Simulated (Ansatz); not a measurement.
The reference is CdSe in the zinc blende structure (space group F-43m, No. 216; a = 6.007 Å).

It is then changed as follows: hydrostatic tension (pressure −1 GPa).

The values are results of Kohn–Sham DFT with the LDA functional, run in Ansatz (a program for electronic structure) with PAW and 420 eV plane waves, without spin-orbit coupling, not measurements.

Base, band edges from the VBM (valence, conduction): X -2.01, 2.88; W -2.41, 5.06; L -0.82, 2.22; Γ 0.00, 0.41; K -1.65, 3.53; U -1.65, 3.53 eV.

Question: Give the band edges at the high-symmetry points of the new zone, measured from its valence-band maximum.

Answer: 
| point | valence edge (eV) | conduction edge (eV) |
|---|---|---|
| Γ | 0.00 | 0.37 |
| X | -1.95 | 2.91 |
| U | -1.59 | 3.53 |
| K | -1.59 | 3.53 |
| L | -0.79 | 2.20 |
| W | -2.34 | 4.98 |

The gap is 0.37 eV, direct at Γ.

Load acts through the strain it causes; cell and atoms are relaxed under it. Gaps are read on the SCF mesh and a high-symmetry path. Stability against distortions was not tested.
